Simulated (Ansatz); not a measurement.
We consider Ti₃Al (P6₃/mmc, No. 194), described by r²SCAN in Ansatz (PAW).

Settings: plane-wave cutoff 500 eV, 12×12×12 k mesh, Fermi–Dirac smearing 0.1 eV, no spin polarisation, scalar-relativistic PAW data made under PBE.

Computed at the level's own relaxed cell.

What does this level give for the volume per atom, lattice constant a and lattice parameter c?


volume per atom: 16.57 Å³/atom
lattice constant a: 5.748 Å
lattice parameter c: 4.633 Å

The run finds no gap.

Computed values are for the static lattice.

Ansatz is a first-principles code.
